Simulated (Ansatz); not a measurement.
L1₂ (Cu3Au-type) Ni3Al, treated with HSE06 in Ansatz (PAW).

Numerical settings: plane-wave cutoff 460 eV, 8×8×8 k mesh, Fermi–Dirac smearing 0.05 eV, spin-polarised with parallel moments, scalar-relativistic PAW data made under PBE.

Cell (relaxed at this level):

```yaml
crystal:
  lattice:
    - [3.54290, 0.00000, 0.00000]
    - [0.00000, 3.54290, 0.00000]
    - [0.00000, 0.00000, 3.54290]
  atoms:
    - { symbol: Al, position: [0.00000, 0.00000, 0.00000] }
    - { symbol: Ni, position: [0.00000, 0.50000, 0.50000], spin: 0.5 }
    - { symbol: Ni, position: [0.50000, 0.00000, 0.50000], spin: 0.5 }
    - { symbol: Ni, position: [0.50000, 0.50000, 0.00000], spin: 0.5 }
```

Predict the bulk modulus B0, magnetic moment (largest site, within a sphere) and pressure derivative B′ of the bulk modulus.


bulk modulus B0: 179 GPa
magnetic moment (largest site, within a sphere): 0.57 μB
pressure derivative B′ of the bulk modulus: 4.9

Measured, for comparison: bulk modulus 174 GPa (temperature not stated, no zero-point or thermal correction; as tabulated in Zarkevich et al. (2023), arXiv:2304.06869). Computed (rounded) less measured: bulk modulus +3 %. A static lattice is as a rule a little smaller and stiffer than an uncorrected measurement, which narrows the difference in the bulk modulus and would widen misses of the other sign.

Spins in the cell block are starting values.

Moments are spin moments.

Computed values are for the static lattice.

It cost around 60 core-minutes (rough) of CPU time.

Ansatz is a program for electronic structure.
